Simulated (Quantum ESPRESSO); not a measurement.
# Sensitivity of a calculation on Ba2AlGa3 (Cm, 6 atoms in the cell) to its settings

```
CELL_PARAMETERS angstrom
      5.66879    -2.47245     0.00000
      5.66879     2.47245     0.00000
     -5.40561     0.00000     5.70340
ATOMIC_POSITIONS crystal
  Ba 0.74992 0.74992 0.19072
  Ba 0.25062 0.25062 0.80944
  Al 0.57693 0.57693 0.41716
  Ga 0.42385 0.42385 0.58267
  Ga 0.07612 0.07612 0.23669
  Ga 0.92256 0.92256 0.76333
```

Base run A: PBEsol, GBRV 1.5 ultrasoft (PBESOL) pseudopotentials in Quantum ESPRESSO, self-consistent single point.

Its settings: ecutwfc = 50 Ry; ecutrho = 250 Ry; occupations = smearing; smearing = cold; degauss = 0.0099958 Ry; potentials = {Ba: ba_pbesol_v1.uspp.F.UPF, Al: al_pbesol_v1.uspp.F.UPF, Ga: ga_pbesol_v1.4.uspp.F.UPF}; K_POINTS = automatic 4 4 3 0 0 0; conv_thr = 1e-10 Ry.

The starting cell comes from a database of computed structures (which also holds hypothetical and non-ambient phases and stackings), without a prior relaxation at this level.

ΔF is the free energy per atom less that of run A. 

Run A gave: pressure (GPa) -2.39; largest force (eV/Å) 0.130.

Runs:
- B: smearing: cold → fd; degauss: 0.0099958 Ry → 0.0036749 Ry
- C: lattice scaled by 0.97; ecutwfc: 50 Ry → 30 Ry; ecutrho: 250 Ry → 150 Ry
- D: mixing_beta: default → 0.3
- E: conv_thr: 1e-10 Ry → 1e-07 Ry

Problem. What does run B change against A?

Solution. The free energy falls by 1.1 meV/atom, the pressure hardly changes (-2.39 to -2.34 GPa) and the largest force goes from 0.130 to 0.112 eV/Å.

Problem. What does run E change against A?

Solution. The free energy hardly moves (within 1 meV/atom), the pressure goes from -2.39 to -2.51 GPa and the largest force hardly changes (0.130 to 0.133 eV/Å).

```tsv
run	ΔF (meV/atom)	pressure (GPa)	largest force (eV/Å)
A	0.00	-2.39	0.130
B	-1.07	-2.34	0.112
C	52.4	-1.18	0.141
D	0.00	-2.39	0.130
E	0.00	-2.51	0.133
```
